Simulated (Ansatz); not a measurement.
Band structure of Cu3Au (Pm-3m, 4 atoms in the cell).

```xyz
4
Lattice="3.7939 0.0000 0.0000 0.0000 3.7939 0.0000 0.0000 0.0000 3.7939" Properties=species:S:1:pos:R:3 pbc="T T T"
Cu     0.0000     1.8969     1.8969
Cu     1.8969     0.0000     1.8969
Cu     1.8969     1.8969     0.0000
Au     0.0000     0.0000     0.0000
```

Level of theory: PBE (plane waves, PAW; Ansatz, a first-principles code).

Settings: kpoints.mp_grid.grid = 9 9 9; hamiltonian.xc = pbe; hamiltonian.pseudopotentials = {kind: paw} (the program's default PAW files); scf.occupations.method = gaussian; scf.occupations.width = 0.05 eV; kpoints.band_path.npoints = 8.

The starting cell has typed, rounded lattice constants, without a prior relaxation at this level. Its lattice was rescaled by a random factor within 2.5 % of one. Spin-orbit coupling is off. Spin polarisation is off.

Levels in eV from the Fermi level, bands 35 to 42:
| point | 35 | 36 | 37 | 38 | 39 | 40 | 41 | 42 |
|---|---|---|---|---|---|---|---|---|
| Γ | -1.37 | -1.37 | -1.37 | 1.26 | 1.26 | 1.26 | 5.74 | 7.18 |
| X | -1.94 | -1.86 | -1.48 | -1.37 | 5.65 | 5.65 | 6.37 | 6.37 |
| M | -2.14 | -2.07 | -0.52 | -0.52 | -0.44 | 0.27 | 8.36 | 9.23 |
| R | -1.57 | -1.57 | -1.01 | -0.98 | -0.98 | -0.98 | 2.31 | 3.90 |

Bands cross the Fermi level along this path, so the cell is metallic at this level.

Keys are those of Ansatz 0.2.
